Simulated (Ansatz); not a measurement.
Start from Pt in the fcc (Cu type) structure (space group Fm-3m, No. 225; relaxed with 0.1 eV smearing).

Space group Fm-3m (No. 225); a = b = c = 3.9198 Å, α = β = γ = 90.00°

```tsv
atom	site	symmetry	x	y	z
Pt	4a	m-3m	0.0000	0.0000	0.0000
```
(The calculation used a cell of 1 atom; values per cell refer to that cell.)

Method: PBEsol (Ansatz, an electronic-structure program, PAW, scalar-relativistic without spin-orbit coupling).

Base values:

The band gap comes out as zero. The pressure is 0.0 GPa.

Modification: every lattice vector is shortened by 0.50 %; the atoms relax in the strained cell.

**Question.** Predict the new energy relative to the base, band gap and pressure.

**Answer.** The energy grows by 3.1 meV/atom; the band gap stays zero; the pressure goes from zero to 4.5 GPa.

No phonon test of stability was made. The final runs are not spin-polarised.
